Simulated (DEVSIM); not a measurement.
Device: Schottky contact on n-type GaAs, at 250 K.

Layer 1 from the left is GaAs, thickness (μm) 12.0, Nd (cm⁻³) 8.8e16, τn (s) 1.1e-8, τp (s) 1.1e-8.

Left contact: Schottky, work function 4.84 eV, emission velocity 2.3e6 cm/s. Right contact: ohmic. Voltage is applied to the left contact. Recombination: SRH at mid-gap. Mobility is μmin + (μ − μmin)/(1 + (N/Nref)^α).

Constants are typed, rounded textbook-type inputs, not results; the design itself was drawn at random and stands for no fabricated device. Values at 300 K; Nc and Nv go as T^1.5, mobilities as T to minus their exponent, the gap by Varshni's rule with the affinity fixed.

GaAs: gap (eV) 1.424, affinity (eV) 4.07, permittivity 12.9, Nc (cm⁻³) 4.7e17, Nv (cm⁻³) 9e18, μn (cm²/Vs) 8500, μp (cm²/Vs) 400, μn,min 500, μp,min 20, Nref,n 6e16, Nref,p 1.5e17, αn 0.39, αp 0.38, T exponent of μn 2.1, T exponent of μp 2.2, Varshni α (eV/K) 0.000541, Varshni β (K) 204.

DEVSIM, 1D drift-diffusion, Boltzmann statistics, complete ionisation; no tunnelling, impact ionisation, image-force lowering or self-heating. Metal contacts follow the ideal Schottky-Mott rule: no Fermi-level pinning, no interface dipoles.

Dark forward current:

| |V| (V) | |J| (A/cm²) |
|---|---|
| 0.05 | 3.623e-10 |
| 0.10 | 4.051e-9 |
| 0.15 | 4.162e-8 |
| 0.20 | 4.242e-7 |
| 0.25 | 4.320e-6 |
| 0.30 | 4.399e-5 |
| 0.35 | 0.0004479 |
| 0.40 | 0.004560 |
| 0.45 | 0.04642 |
| 0.50 | 0.4724 |
| 0.55 | 4.793 |
| 0.60 | 47.41 |
| 0.65 | 385.9 |
| 0.70 | 1681 |
| 0.75 | 3928 |

Task: Work out the local ideality factor n = ΔV / (kT/q · ln(J2/J1)) between the rows 0.10 and 0.15 V, 0.70 and 0.75 V.

Result: kT/q = 21.54 mV. From 0.10 to 0.15 V: ln(4.162e-8/4.051e-9) = 2.330, n = 1.00, near the 1 of diffusion or emission over a barrier. From 0.70 to 0.75 V: ln(3928/1681) = 0.849, n = 2.73; the layers' resistance at their doping, Σ W/(qμN) = 1.4e-5 Ω cm², would take 31 mV of this step of 50 mV.

Task: Estimate the current at 0.35 V for emission alone, J0 = q v N_band exp(−φB/kT), and read the barrier back from the simulated current.

Result: φB = 0.770 eV, N_band = 3.58e17 cm⁻³, J0 = 3.93e-11 A/cm²; J = J0 (exp(qV/kT) − 1) = 0.000448 A/cm². The simulation gives 0.000448 A/cm², the same within the digits that matter. Read backwards, the simulated current gives an apparent barrier of 0.770 eV. The estimate leaves out transport through the depletion region and minority injection.
